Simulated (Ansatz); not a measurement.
Consider O-vacancy pair (O on one host N site, one N site vacant) in zinc-blende BN, charge state +2. The step: direct exchange of O with the vacancy (O-vacancy distance between ideal sites 2.56 Å throughout); the atom moves 2.49 Å along (0.00, 0.49, -0.49) of the unit cell; the moving atom starts with neighbours B at 1.59, 2 B at 1.65, B at 1.70 Å and ends with B at 1.59, 2 B at 1.65, B at 1.70 Å. DFT values are from Ansatz (plane-wave PAW, 420 eV unless said) in a cell of 64 host sites, spin-restricted, static, with no finite-size correction. The charge state is imposed; whether it is stable for some Fermi level was not computed. Forms of the defect that were not tried may lie lower. The start lies 0.17 eV above the lowest site run (PBE). For the PBE band: the check of the saddle point's order was inconclusive, and it lies on a symmetry element of the cell, where a band can be held.

```
Level                                                                           Forward barrier (eV)  Cost of the band or of the saddle's single point
------------------------------------------------------------------------------  --------------------  ------------------------------------------------
CHGNet universal potential (has no charge state), its own band                                  1.56                                                 -
PBE, a 2×2×2 k-point mesh shifted by half a step, band relaxed                                  5.73                           roughly 29 core-minutes
PBE, a 3×3×3 k-point mesh shifted by half a step, same geometries                               5.73                          roughly 110 core-seconds
r2SCAN at 500 eV, a 2×2×2 k-point mesh shifted by half a step, same geometries                   ___                    around 70 core-seconds (rough)
```

### Question
Complete the blanks.

### Answer

- r2SCAN at 500 eV, a 2×2×2 k-point mesh shifted by half a step, same geometries, Forward barrier (eV): 6.05

Ansatz is a program for electronic structure.
